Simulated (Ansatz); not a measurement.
What isotropic strain −0.60 % does to BaTiO3

Consider BaTiO$_{3}$ in the cubic perovskite structure (space group Pm-3m, No. 221; a = 3.994 Å).

Perturbation: an isotropic linear strain of −0.60 %; the atoms relax in the strained cell.

Calculations: Ansatz (a program for electronic structure) r2SCAN, spin-orbit coupling left out, earlier PAW set. Γ-centred 8×8×8 mesh, Fermi–Dirac width 0.05 eV.

```json
[
 {"quantity": "volume per atom", "base": "12.75 Å³", "changed": "12.52 Å³", "shift": "-0.23 Å³"},
 {"quantity": "space group", "base": "Pm-3m (No. 221)", "changed": "Pm-3m (No. 221)", "shift": "–"},
 {"quantity": "shortest interatomic distance", "base": "1.997 Å", "changed": "1.985 Å", "shift": "-0.012 Å"},
 {"quantity": "energy relative to the base (free energy F)", "base": "0 meV/atom", "changed": "+2.4 meV/atom", "shift": "+2.4 meV/atom"},
 {"quantity": "pressure", "base": "0.00 GPa", "changed": "3.40 GPa", "shift": "+3.40 GPa"},
 {"quantity": "band gap", "base": "2.18 eV", "changed": "2.22 eV", "shift": "+0.046 eV"},
 {"quantity": "gap character", "base": "indirect, R → Γ", "changed": "indirect, R → Γ", "shift": "–"},
 {"quantity": "smallest direct gap", "base": "2.28 eV", "changed": "2.30 eV", "shift": "+0.02 eV"},
 {"quantity": "mean gap deformation potential ΔEg/Δln V", "base": "–", "changed": "-2.5 eV", "shift": "–"},
 {"quantity": "width of the top valence band", "base": "0.95 eV", "changed": "0.96 eV", "shift": "+0.01 eV"}
]
```

Final structure:

```
BaTiO3
1.0
    3.97045     0.00000     0.00000
    0.00000     3.97045     0.00000
    0.00000     0.00000     3.97045
Ba Ti O
1 1 3
Direct
  0.00000   0.00000   0.00000
  0.50000   0.50000   0.50000
  0.00000   0.50000   0.50000
  0.50000   0.50000   0.00000
  0.50000   0.00000   0.50000
```

Cost of the whole job for the changed cell (relaxation, final SCF and bands): roughly 27 core-seconds.

No phonon test of stability was made. All final runs are without spin polarisation. Many cubic perovskites are stable only at high temperature; tilts and polar distortions were not tested. This is not the structure that BaTiO3 has at room temperature and ambient pressure.
